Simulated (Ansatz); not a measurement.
H interstitial started on C in 4H silicon carbide (start: bound to C(k), open side; 96-site cell, 2×2×2 shifted sampling). Level of theory: PBE, PAW (plane waves to 420 eV; Ansatz, an electronic-structure program). Total energies of the localised charge states, counted from that of charge +1, and their image corrections (point charge with alignment); the host's valence-band maximum lies at 9.362 eV on the cells' energy zero and its gap is 2.23 eV.

```
charge         moment (μB)  E − E(first) (eV)  correction (eV)
------  ------------------  -----------------  ---------------
+1      not spin-polarised              0.000            0.205
0                      1.0             11.293            0.000
−1      not spin-polarised             21.151            0.154
```

Question: Derive the transition levels above the valence-band maximum and say which of them are thermodynamic.

Answer: A level is the Fermi energy at which two charges have equal formation energy: ε(q/q′) = [E(q′) + corr(q′) − E(q) − corr(q)] / (q − q′) − E_VBM.
ε(+1/0) = [(11.293 + 0.000) − (0.000 + 0.205)] / 1 − 9.362 = 1.73 eV
ε(0/−1) = [(21.151 + 0.154) − (11.293 + 0.000)] / 1 − 9.362 = 0.65 eV
Charge 0 lies above the lower envelope where its neighbours cross, so the level that counts is ε(+1/−1) = [(21.151 + 0.154) − (0.000 + 0.205)] / 2 − 9.362 = 1.19 eV.
Thermodynamic levels at least 0.1 eV inside the gap: (+1/−1) at 1.19 eV. They hold to tenths of an eV in this cell. Only the charges listed were compared. The geometries come from one start. Flagged in the runs: a host whose relaxation on this sampling wasn't shown to rest.
